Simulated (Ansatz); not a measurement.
The starting structures come from a database of crystals and need not be the phases stable at ambient conditions.

 Where the default PAW files enter, the runs use the earlier of Ansatz's two default sets.

Inside the gap of an insulator the Bloch states are evanescent, with a wavenumber k + iκ along the transport direction.

Here is the system:

```yaml
crystal:
  lattice:
    - [3.80580, 0.00000, 0.00000]
    - [0.00000, 6.23798, 0.00000]
    - [1.90290, 0.00000, 3.39480]
  atoms:
    - { symbol: Zn, position: [0.33333, 0.99986, 0.33333] }
    - { symbol: Zn, position: [0.66667, 0.49986, 0.66667] }
    - { symbol: S, position: [0.33333, 0.62514, 0.33333] }
    - { symbol: S, position: [0.66667, 0.12514, 0.66667] }
```

Space group of this cell: Cmc2_1. The cell is strained (lengths along the current scaled by 1.03, ions clamped); by r2SCAN its mean pressure is -1.9 GPa.

Transport runs along the normal of the first two printed cell vectors.

The gap is the functional's own. No spin-orbit coupling. Mid-gap values are interpolated on the energy grid.

Problem. State the band gap and the smallest decay constant κ at mid-gap according to r2SCAN in Ansatz (a first-principles code).

Solution. Gap 2.61 eV on a 10×6×10 mesh; κ = 0.181 1/Å, at the zone centre.
